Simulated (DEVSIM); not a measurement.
System: Ni/Al2O3/p-Si capacitor, at 400 K.

Layer 1 from the left is Al2O3, thickness (nm) 5.60. Layer 2 from the left is Si, thickness (nm) 6500, Na (cm⁻³) 7.7e15.

Metal gate on the left, work function 5.1 eV. Fixed charge at the semiconductor interface -2.1e11 cm⁻² (in units of +e); no interface traps.

Constants are typed, rounded textbook-type inputs, not results; the design itself was drawn at random and stands for no fabricated device. Values at 300 K; Nc and Nv go as T^1.5, mobilities as T to minus their exponent, the gap by Varshni's rule with the affinity fixed.

Al2O3: gap (eV) 6.8, affinity (eV) 1.35, permittivity 9. Si: gap (eV) 1.124, affinity (eV) 4.05, permittivity 11.7, Nc (cm⁻³) 2.86e19, Nv (cm⁻³) 3.1e19, Varshni α (eV/K) 0.000473, Varshni β (K) 636.

DEVSIM, 1D Poisson equation in equilibrium, Boltzmann statistics, complete ionisation; no quantum confinement or tunnelling. Metal contacts follow the ideal Schottky-Mott rule: no Fermi-level pinning, no interface dipoles.

Task: What does the simulation give for the threshold voltage (band bending 2φF), the flat-band voltage, the minimum of the low-frequency capacitance?

Result: threshold voltage (band bending 2φF) 0.80 V; flat-band voltage 0.28 V; minimum of the low-frequency capacitance 0.0429 μF/cm².
